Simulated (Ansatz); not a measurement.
B on the Si site (beta Si3N4 host)

Calculation: PBE, PAW (plane waves to 420 eV; Ansatz, an electronic-structure program). A 1×1×3 supercell of 84 sites was used; the energies come from a 2×2×2 shifted sampling of its zone. Site at the start: the Si(1,4-fold) site. Charged cells carry a point-charge image correction with potential alignment at far atoms. Dielectric constants: PBE linear response of the host. Host gap at this level: 4.25 eV. These values are not converged in cell size to better than tenths of an eV. The semilocal functional narrows the gap, so deep levels can fall outside it. Spin–orbit coupling is left out. Each state is the lowest found from its start.

Formation energies E_f are given with the Fermi level at the valence-band maximum. Chemical conditions: N-rich (Δμ(Si) = -2.47 eV, Δμ(B) = -2.50 eV, bounded by bulk hexagonal BN (AA'); only phases computed here count, gases as isolated molecules at 0 K); Si-rich (Δμ(Si) = 0.00 eV, Δμ(B) = -0.65 eV, bounded by bulk hexagonal BN (AA'); only phases computed here count, gases as isolated molecules at 0 K). Reference phases: B: alpha boron, Si: silicon.

```tsv
charge	moment (μB)	largest move off a lattice site (Å)	image correction with alignment (eV)	E_f, N-rich (eV)	E_f, Si-rich (eV)
+1†	not spin-polarised	0.14	-0.03	–	–
0	1.0	0.14	0.00	2.81	3.42
−1	not spin-polarised	0.13	0.33	3.00	3.61
```

† Not settled in this cell, so no level is given: charge +1: a level filled in part, level within 0.1 eV of a band edge or past it.

Transition levels above the valence-band maximum: ε(0/−1) = 0.19 eV. With a charge missing or unsettled, these needn't be thermodynamic levels.

Flagged in the runs: a doubtful potential alignment, a host whose relaxation on this sampling wasn't shown to rest.

All states together cost roughly 70 core-minutes.
